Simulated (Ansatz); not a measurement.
Levels about the gap of amorphous Hf14O34La4 (52 atoms in a cell of 708 Å³, 8.44 g/cm³; zone centre alone, so wide bands show as single levels with stretches between that a denser mesh fills), at the geometry that PBE relaxed, where it gives -0.1 GPa on a denser mesh. The participation number counts the atoms over which a state spreads; weights are charges in smoothed Voronoi cells. The levels come from a single point, so bond lengths are those of that geometry. Method of the levels: PBE, scalar-relativistic without spin-orbit coupling (Ansatz, a quantum-chemistry and plane-wave program). Sampling: the zone centre alone; Fermi-Dirac width 0.02 eV; no spin polarisation.

The cell was made by melting and quenching with the CHGNet potential and then relaxed with DFT. O atoms were pushed apart under 1.9 Å during the dynamics, to hinder bonds among them. The hot cell started wider than the set density and was brought back towards it in steps. It is the lowest in DFT energy of 2 quenches. It is a model cell: composition and starting density were chosen by hand, and all elements were melted together. No dispersion term was used. Its density started from a set value of 8.41 and ended at 8.44 g/cm³. The simulated quench (nominally 450 K/ps over its main leg) is rapid and tends to freeze in more defects than a deposited or slowly cooled glass has. One small periodic cell is one sample of the glass; other quenches scatter about these values. The volume was free in the relaxation, at fixed shape. Stress components on the final sampling reach 2.8 GPa.

```
E - E(highest filled), eV  filling  participation number        largest on  weight O  weight La  weight Hf
-------------------------  -------  --------------------  ----------------  --------  ---------  ---------
-0.33                       filled                   9.3   O, 2 neighbours      0.94       0.02       0.05
-0.30                       filled                  16.7   O, 3 neighbours      0.94       0.02       0.04
-0.20                       filled                  15.1   O, 4 neighbours      0.93       0.02       0.05
-0.17                       filled                  12.4   O, 2 neighbours      0.95       0.01       0.04
-0.06                       filled                  12.7   O, 3 neighbours      0.94       0.02       0.04
-0.04                       filled                  15.6   O, 4 neighbours      0.95       0.01       0.04
0.00                        filled                  14.2   O, 4 neighbours      0.94       0.01       0.04
3.92                         empty                  19.6  La, 8 neighbours      0.45       0.22       0.34
4.17                         empty                  24.1  La, 8 neighbours      0.35       0.30       0.35
4.22                         empty                  20.0  La, 8 neighbours      0.35       0.35       0.31
4.33                         empty                  13.7  La, 8 neighbours      0.27       0.44       0.30
4.37                         empty                  26.9  La, 6 neighbours      0.34       0.21       0.45
4.45                         empty                  12.1  La, 6 neighbours      0.24       0.47       0.29
4.50                         empty                   9.3  La, 6 neighbours      0.23       0.50       0.27
```

Most localised among these is the empty level at +4.50 eV, on a La atom, which has 6 neighbours (O 2.33 Å, O 2.38 Å, O 2.40 Å, O 2.58 Å, O 2.67 Å, O 2.69 Å).
